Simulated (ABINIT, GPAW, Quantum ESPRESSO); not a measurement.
## Bulk modulus against equilibrium volume of cubic perovskite BaTiO3 (space group 221) over programs and functionals

Each row is a third-order Birch-Murnaghan fit to seven to nine volumes of cubic perovskite BaTiO3 (space group 221) in one program and functional, each with its own basis, cutoff and mesh; V0 is in Å^3/atom and B0 in GPa. Along one equation of state d ln B/d ln V = -B', so if levels differed mainly by where they put the minimum, ln B0 would fall on a line in ln V0 with a slope near -B0'.

```csv
"program, functional, potentials",ln V0,ln B0,V0 (Å^3/atom),B0 (GPa)
"ABINIT, LDA, PseudoDojo",2.498,?,12.16,?
"Quantum ESPRESSO, LDA, GBRV",2.509,5.274,12.29,195.2
"GPAW, LDA, PAW",2.510,5.268,12.31,194.0
"ABINIT, PBEsol, PseudoDojo",2.525,5.196,12.48,180.6
"Quantum ESPRESSO, PBEsol, GBRV",2.534,5.194,12.60,180.1
"GPAW, PBEsol, PAW",2.537,5.188,12.64,179.0
"ABINIT, PBE, PseudoDojo",2.561,5.095,12.95,163.3
"Quantum ESPRESSO, PBE, GBRV",2.570,5.093,13.07,162.8
"Quantum ESPRESSO, PBE, PSlibrary PAW",2.571,5.086,13.07,161.7
"GPAW, PBE, PAW",2.573,5.088,13.10,162.1
```

**Question.** Fit ln B0 against ln V0 with a straight line, and predict the withheld value at ln V0 = 2.498.

**Answer.** With u = ln V0 - 2.543, the rows have u = -0.034000, -0.033000, -0.018000, -0.009000, -0.006000, 0.018000, 0.027000, 0.028000, 0.030000. Means: u 0.00033333, ln B0 5.1647. About the means, the sum of products is -0.015787 and the sum of squares of u is 0.0054220; the slope is their ratio. Least squares gives ln B0 = 5.1656 - 2.912·u. Residuals (row less fit): 0.0094, 0.0063, -0.0220, 0.0022, 0.0049, -0.0182, 0.0060, 0.0019, 0.0098; standard error 0.0126 (degrees of freedom: 7). The slope is -2.9; the rows' own B0' run from 4.5 to 4.6, so the line is flatter than -B0': at one and the same volume the levels with the larger V0 are the stiffer ones. At the withheld row, u = -0.045000, so ln B0 = 5.1656 - 2.912 × (-0.045000) = 5.2966. The calculation gives 5.278, 0.0186 below the prediction (9.7 % of the range of ln B0 in the table). The row lies outside the fitted rows, so this is an extrapolation. From the scatter of the fitted rows alone, a prediction at this place has a standard error of 0.0154, so the miss is 1.2 times that.

This is a high-temperature phase, held here by symmetry. The runs keep the symmetry of the cell, so they don't test it for distortions. The LDA file for Ba was generated anew from PseudoDojo's inputs, some of which were changed. The PBEsol file for Ba was generated anew from PseudoDojo's inputs, some of which were changed. Spin polarisation is off, and so is spin-orbit coupling; occupations are Fermi-Dirac, smeared by 0.05 eV in metals and 0.01 eV otherwise. Left out as too noisy or not bracketing the minimum: 2 further scans. Cutoffs and mesh are single choices, not tested for convergence of this quantity. No row is a reference.
